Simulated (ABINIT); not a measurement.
Band structure of Nb (Im-3m, 1 atom in the cell).

```
Nb
1.0
   -1.65881     1.65881     1.65881
    1.65881    -1.65881     1.65881
    1.65881     1.65881    -1.65881
Nb
1
Direct
  0.00000   0.00000   0.00000
```

Computed with PBE, PAW (JTH v2.0 PBE PAW) (plane waves; ABINIT).

Settings: pseudos = [Nb.GGA_PBE-JTH.xml]; ecut = 40 Ry; pawecutdg = 80 Ry; pawxcdev = 0; occopt = 7; tsmear = 0.00367493 Ha; ngkpt = 9 9 9; nshiftk = 1; shiftk = 0 0 0; potentials = JTH v2.0 PBE PAW; kptopt = 1; nstep = 50; tolvrs1 = 1e-11.

The starting cell comes from a database of computed structures (which also holds hypothetical and non-ambient phases and stackings), without a prior relaxation at this level. Spin polarisation is off.

Levels in eV from the Fermi level, bands 3 to 10:
```csv
point,3,4,5,6,7,8,9,10
Γ,-29.71,-29.71,-5.89,0.37,0.37,0.37,3.24,3.24
H,-30.60,-30.60,-3.64,-3.64,5.52,5.52,5.52,8.95
N,-30.12,-29.72,-3.66,-1.62,2.22,3.27,3.94,6.27
P,-30.36,-30.36,-1.08,-1.08,-1.08,4.07,4.07,9.31
```

Bands cross the Fermi level along this path, so the cell is metallic at this level.
